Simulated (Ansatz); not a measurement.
Base system: Ga in the diamond structure (space group Fd-3m, No. 227; a = 5.7579 Å; a hypothetical phase, not in the database extracts checked).

Calculations: Ansatz (a program for electronic structure) PBEsol, spin-orbit coupling left out.

Base values:

The lattice parameter a is 575.8 pm.

Now apply this change: a hydrostatic pressure of 7.5 GPa.

Task: What happens to the lattice parameter a?

Result: The lattice parameter a falls by 24.2 pm to 551.6 pm.

Load acts through the strain it causes; cell and atoms are relaxed under it. Whether these cells are dynamically stable was not tested. Competing high-pressure phases were not computed.
